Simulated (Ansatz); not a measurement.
Consider W in the bcc (W type) structure (space group Im-3m, No. 229; a = 3.169 Å; relaxed with 0.1 eV smearing). Axes: x, y, z lie along the cube axes.

Computed with r2SCAN in Ansatz (plane waves to 500 eV, PAW, without spin-orbit coupling).

Now apply this change: every lattice vector is stretched by 1.00 %, atoms relaxed at fixed cell.

Predict the stress tensor and what it implies for the stiffness.

Stress of the strained cell less that of the base (GPa, compression positive):
```
   -9.0     0.0     0.0
    0.0    -9.0     0.0
    0.0     0.0    -9.0
```

Then B = −ΔP/(ΔV/V₀) with ΔV/V₀ = 0.0303 gives secant stiffness values (nonlinear terms included at this strain): B ≈ 296 GPa.

As a check, the harmonic strain energy −½ V₀ Δσ:ε is 13 meV/atom; the computed energy rise is 14 meV/atom.

Whether these cells are dynamically stable was not tested. All final runs are without spin polarisation.

Ansatz is an electronic-structure program.
